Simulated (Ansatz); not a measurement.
ZrS2 under a change: isotropic strain +1.50 %

Take ZrS₂ in the CdI2 type structure (space group P-3m1, No. 164; a = 3.6348 Å, c = 5.7196 Å; layered, stacked along the Cartesian z axis) as the base.

The change: the cell is scaled by 1.0150 in all directions; the atoms relax in the strained cell.

Calculations: Kohn–Sham DFT with the PBE-D3(BJ) functional, run in Ansatz (an electronic-structure program) with PAW and 420 eV plane waves, scalar-relativistic without spin-orbit coupling. Settings: 10×10×6 k-points, 0.05 eV Fermi–Dirac smearing.

| quantity | base | changed | shift |
|---|---|---|---|
| volume per atom | 21.81 Å³ | 22.81 Å³ | +1.00 Å³ |
| space group | P-3m1 (No. 164) | P-3m1 (No. 164) | – |
| shortest interatomic distance | 2.557 Å | 2.570 Å | +0.0136 Å |
| energy relative to the base (free energy F) | 0 meV/atom | +5.9 meV/atom | +5.9 meV/atom |
| pressure (mean of the normal stresses, compression positive) | 0.00 GPa | -1.83 GPa | -1.83 GPa |
| band gap (an upper bound: an edge found on the path is not a true extremum; the changed cell) | 0.66 eV | 0.85 eV | +0.19 eV |
| largest internal atomic displacement | – | 0.044 Å | – |

Final structure:

```xyz
3
Lattice="3.6893 0.0000 0.0000 -1.8447 3.1951 0.0000 0.0000 0.0000 5.8054" Properties=species:S:1:pos:R:3 pbc="T T T"
Zr     0.0000     0.0000     0.0000
S      0.0000     2.1300     1.4386
S      1.8447     1.0650     4.3668
```

Whether these cells are dynamically stable was not tested.
